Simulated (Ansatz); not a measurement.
Consider YN in the rock salt structure (space group Fm-3m, No. 225; a = 4.8562 Å).

All numbers come from plane-wave PAW DFT at the PBEsol level (Ansatz, a program for electronic structure, 420 eV), scalar-relativistic without spin-orbit coupling.

For the base:

- Band gap: 0.08 eV
- Density: 5.97 g/cm³

It is then changed as follows: a hydrostatic pressure of 75 GPa.

Task: What happens to the band gap and density?

Result: The band gap becomes zero (base: 0.08 eV); the density rises by 1.75 g/cm³ to 7.72 g/cm³.

The mesh was chosen for an insulator and is coarse for the gapless case. Load acts through the strain it causes; cell and atoms are relaxed under it. Stability against distortions was not tested. No other phases were tried under pressure. All final runs are without spin polarisation. The zero or small gap of YN can change with the level of theory.
